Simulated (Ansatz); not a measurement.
The reference is WC (space group P-6m2, No. 187; relaxed with 0.1 eV smearing).

```xyz
2
Lattice="2.8991 0.0000 0.0000 -1.4496 2.5107 0.0000 0.0000 0.0000 2.8268" Properties=species:S:1:pos:R:3 pbc="T T T"
W      0.0000     0.0000     0.0000
C      0.0000     1.6738     1.4134
```

Cartesian axes are those of the cell as printed.

Calculations: PBEsol/PAW in Ansatz (a quantum-chemistry and plane-wave program), no spin-orbit coupling.

For the base:

| Quantity | Value |
|---|---|
| Shortest interatomic distance | 4.140 bohr |
| Band gap | zero |

Modification: tensor shear ε_xz = +1.43 % (engineering shear γ = 0.0286), atoms relaxed at fixed cell.

Task: What does the calculation give for the energy relative to the base after the change?

Result: The energy rises by 8.4 meV/atom.

Task: Predict the new shortest interatomic distance.

Result: The shortest interatomic distance decreases by 0.049 bohr to 4.091 bohr.

Task: Predict the new stress.

Result: The stress (xx, yy, zz, yz, xz, xy; compression positive) amounts to (0.4, 0.3, 0.4, 0.0, -9.1, 0.0) GPa.

Task: Estimate the effect on the band gap.

Result: The band gap remains zero.

The cells carry an imposed strain or load. Stability against distortions was not tested. All final runs are without spin polarisation.
